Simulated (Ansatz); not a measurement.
The starting structures come from a database of crystals and need not be the phases stable at ambient conditions.

By PBEsol, the system below comes out a metal.

Crystal: BW (I4_1/amd, not sure to be the ambient phase, 8 atoms a cell, 10.4 Å³ an atom, -4 GPa at this level); planes in its conventional cell.

Method: PBEsol (plane waves, PAW; Ansatz, a program for electronic structure).

Ballistic conductance counts the channels of both spins, as a mean over 0.1 eV about the Fermi level; spin-orbit coupling is left out.

```tsv
plane	area (Å²)	G/A (10¹⁵ S/m²)
(001)	9.8	0.57
(100)	53.0	…
```

Problem. What belongs in the gaps?

Solution. 
- (100), G/A (10¹⁵ S/m²): 0.78
